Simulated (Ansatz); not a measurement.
SrO (rock salt, Fm-3m): three-phonon plus isotope scattering at 300 K, which omits the four-phonon, boundary and defect scattering of a real crystal, from Ansatz (plane waves, PAW) with several functionals, beside measured values. Phonon and k meshes: LDA 6×6×6 / 12×12×12; PBE 6×6×6 / 12×12×12. Unless called populations, κ holds the coherence term between modes besides the Boltzmann populations. Scattering mesh 17×17×17. Misses against the measured value stand in brackets.

```tsv
quantity	LDA	PBE	measured
lattice thermal conductivity (W/(m K))	14.7 (+22 %)	9.15 (-24 %)	12
```

Static volumes: LDA 16.24, PBE 17.52 Å³/atom. The lattice thermal conductivity falls with the volume in this order; LDA lies closest to the measured value, and PBE is low by 24 %.

These misses hold whatever the vibrational approximation and the meshes add; that part was not separated from the functional's.

Measured values: Cormac Toher, Corey Oses, Jose J. Plata et al., Physical Review Materials (2017), arXiv:1611.05714.

The PAW data sets were generated under PBE and serve the other functionals too.

Ansatz is a quantum-chemistry and plane-wave program.
